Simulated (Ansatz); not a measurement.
## Several settings converged on a (111) slab of LaAl2 (cut from a parent of space group no. 227; 12 atoms in the cell)

```
CELL_PARAMETERS angstrom
      5.71928     0.00000     0.00000
      2.85964     4.95304     0.00000
      0.00000     0.00000    21.58831
ATOMIC_POSITIONS crystal
  Al 0.65328 0.65328 0.35129
  Al 0.81995 0.81995 0.45944
  Al 0.81995 0.31995 0.45944
  Al 0.31995 0.81995 0.45944
  Al 0.98662 0.98662 0.56759
  Al 0.15328 0.15328 0.67575
  Al 0.15328 0.65328 0.67575
  Al 0.65328 0.15328 0.67575
  La 0.31995 0.31995 0.37833
  La 0.98662 0.98662 0.32425
  La 0.65328 0.65328 0.59464
  La 0.31995 0.31995 0.54056
```

Base method: PBEsol, default PAW files made with PBE (plane waves; Ansatz, a program for electronic structure).

Base settings: basis.ecutwfc = 420 eV; kpoints.mp_grid.grid = 6 6 1; hamiltonian.xc = pbesol; hamiltonian.pseudopotentials = {kind: paw} (the program's default PAW files); scf.occupations.method = fermi_dirac; scf.occupations.width = 0.1 eV.

The count of work is k-points × plane waves × bands × iterations; it is no time. Core times come from one kind of shared machine, to one figure; runs under 30 s give none.

**The vacuum with a dipole correction**

In this ladder: efield.axis = 3; efield.dipole_correction = true.

The mesh stays at the base's, so the ladder's end is converged at best in this setting alone.

Only quantities that move along the ladder and can be compared are tabulated.

```csv
vacuum between outermost atoms (Å),largest difference of a force vector from the last step's (eV/Å)
8.0,0.013
10.0,0.002
14.0,0.000
20.0,0.000
```

Smallest vacuum between outermost atoms (Å) that holds the forces within 0.005 eV/Å of the last step, with all finer ones: 10.0; the step before is off by 0.013 eV/Å.

**The plane-wave cutoff**

The mesh stays at the base's, so the ladder's end is converged at best in this setting alone.

Only quantities that move along the ladder and can be compared are tabulated.

| basis.ecutwfc | free energy less the last step's (meV/atom) | largest difference of a force vector from the last step's (eV/Å) | count of work / last | core time / last (rough) |
|---|---|---|---|---|
| 210 eV | 415.23 | 0.101 | 0.12 | – |
| 250 eV | 154.31 | 0.112 | 0.16 | – |
| 295 eV | 39.51 | 0.023 | 0.20 | – |
| 355 eV | 4.98 | 0.003 | 0.28 | – |
| 420 eV | 0.42 | 0.000 | 0.36 | – |
| 505 eV | 0.12 | 0.000 | 0.47 | 0.5 |
| 630 eV | 0.06 | 0.000 | 0.65 | 0.7 |
| 840 eV | 0.00 | 0.000 | 1.0 | 1 |

Coarsest basis.ecutwfc that holds the free energy within 1 meV/atom of the last step, with all finer ones: 420 eV, at 0.36 of the last step's count of work; the step before is off by 5.0 meV/atom.

Coarsest basis.ecutwfc that holds the forces within 0.02 eV/Å of the last step, with all finer ones: 355 eV, at 0.28 of the last step's count of work; the step before is off by 0.023 eV/Å.

On the base run: the starting cell comes from a database of computed structures (which also holds hypothetical and non-ambient phases and stackings), without a prior relaxation at this level. The slab is cut from that crystal, and its faces are unrelaxed. Its lattice was rescaled by up to half a per cent.

Left out of this page: 1 run of the series unsound by tests on forces, stress, charge or solver warnings.

Keys are those of Ansatz 0.2.
